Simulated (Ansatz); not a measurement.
Start from Os in the hcp (Mg type) structure (space group P6_3/mmc, No. 194; a = 2.754 Å, c = 4.347 Å; relaxed with 0.1 eV smearing).

All numbers come from Ansatz (a program for electronic structure), PBE, PAW, cutoff 420 eV, scalar-relativistic without spin-orbit coupling.

Strains are applied to the cell and any free atomic positions relax.

One change was made to it. Results:

| quantity | base | after |
|---|---|---|
| energy relative to the base (free energy F) | 0 meV/atom | +34 meV/atom |
| pressure (mean of the normal stresses, compression positive) | 0.0 GPa | -15.9 GPa |

Question: Which of these changes matches the shifts?
(A) isotropic strain +1.50 %
(B) isotropic strain +3.00 %
(C) isotropic strain −2.00 %
(D) isotropic strain −1.00 %

Answer: A, isotropic strain +1.50 %. For comparison, the energy relative to the base in the other runs: isotropic strain −1.00 % gives +17 meV/atom; isotropic strain +3.00 % gives +128 meV/atom; isotropic strain −2.00 % gives +69 meV/atom.

Stability against distortions was not tested. All final runs are without spin polarisation.
